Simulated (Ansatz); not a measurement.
An Ansatz (an electronic-structure program) input (plane-wave PAW DFT at the PBEsol level (Ansatz, 420 eV), scalar-relativistic without spin-orbit coupling):

Ansatz 0.2 input:
```yaml
crystal:
  lattice:
    - [0, 2.8800203919, 2.8800203919]
    - [2.8800203919, 0, 2.8800203919]
    - [2.8800203919, 2.8800203919, 0]
  atoms:
    - { symbol: P, position: [0.25, 0.25, 0.25] }
    - { symbol: As, position: [0, 0, 0] }
basis: { ecutwfc: 420, ecutrho_ratio: 4, xc_grid: 2, fft_grid_basis: typed }
kpoints: { mp_grid: { grid: [14, 14, 14] } }
hamiltonian:
  xc: pbesol
  dispersion: none
  pseudopotentials: { kind: paw }
scf: { occupations: { method: fermi_dirac, width: 0.05 }, convergence: { dr2_threshold: 0.0000000002 } }
output: { forces: true, stress: true }
checkpoint: { write: state.ck, write_every: 1000 }
```

Q: Which symmetry and how many k-points will the program report, and about how many plane waves at Γ?

A: Space group F-43m (ITA 216) with 24 operations, k-points 104 of 2744, and 941 plane waves at Γ.

Whether these cells are dynamically stable was not tested. The final runs are not spin-polarised. The cell was made from GaP by this change: Ga → As; the result is a hypothetical phase, not in the database extracts checked.
